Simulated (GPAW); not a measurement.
GPAW 25.7.0, DFT, PBE, plane waves, PAW datasets of gpaw-data 1.0.1: a series of growing systems, each on 16 ranks. The k mesh and basis are held over the series and aren't claimed converged, least of all for the small cells.

```yaml
task: scf
mode.name: pw
mode.ecut: 500 eV
xc: PBE
k mesh: 1×1×1
kpts.gamma: true
occupations.name: fermi-dirac
occupations.width: 0.001 eV
convergence.density (electrons an electron): 1e-05
maxiter: 150
parallel.kpt: 1
parallel.band: 1
parallel.domain: 16
parallel.sl_auto: false (default)
parallel.augment_grids: false (default)
eigensolver.name: dav (default)
eigensolver.niter: 2 (default)
mixer.backend: pulay (default)
mixer.method: separate (default)
mixer.beta: 0.05 (default)
mixer.nmaxold: 5 (default)
mixer.weight: 50 (default)
convergence.eigenstates (eV² an electron): 4e-08 (default)
convergence.energy (eV an electron): 0.0005 (default)
```

Hardware: Intel Xeon 6 (Granite Rapids), 96 cores on 1 socket, 2 hardware threads a core, 3 L3 cache groups, 3 NUMA nodes.

Times are wall-clock medians of two to five runs, from launch to exit, with nothing else on the machine. Processes are pinned to neighbouring cores unless said otherwise. The build: conda-forge: Open MPI, OpenMP, OpenBLAS, FFTW, ScaLAPACK, ELPA; another build can shift the numbers. Scratch files lie in a memory file system.

Measured:

```tsv
system	bands	electrons	plane waves	SCF iterations	wall time	peak memory
3C-SiC, atoms displaced (Si4C4), 8 atoms	24	32	2103	27	2.64 s	1.3 GiB
3C-SiC, atoms displaced (Si8C8), 16 atoms	43	64	4191	28	3.06 s	1.5 GiB
3C-SiC, atoms displaced (Si16C16), 32 atoms	81	128	8375	30	4.95 s	2.4 GiB
```

Still to run:

```json
[
 {"system": "3C-SiC, atoms displaced (Si32C32), 64 atoms", "bands": "158", "electrons": "256", "plane waves": "16831"},
 {"system": "3C-SiC, atoms displaced (Si48C48), 96 atoms", "bands": "235", "electrons": "384", "plane waves": "25239"}
]
```

Estimate time and memory of the remaining systems.

The two largest measured give a power of ln(4.95/3.06) / ln(32/16) = 0.69 in the count of atoms; the table sets what it predicts beside the runs.

| system | time by that power | SCF iterations | wall time | peak memory |
|---|---|---|---|---|
| 3C-SiC, atoms displaced (Si32C32), 64 atoms | 8.0 s | 25 | 10.4 s | 3.9 GiB |
| 3C-SiC, atoms displaced (Si48C48), 96 atoms | 11 s | 29 | 23.0 s | 5.1 GiB |

From the smallest system to the largest the time grows as the power 0.9 of the count of atoms; from step to step the powers are 0.2, 0.7, 1.1, 2.0. In the smallest, launch, exit and the like take 1.2 s of the 2.6 s. The largest part is start and exit outside the program's clock (47 %) in the smallest system and the band solver (Davidson, Orthonormalize) (36 %) in the largest.
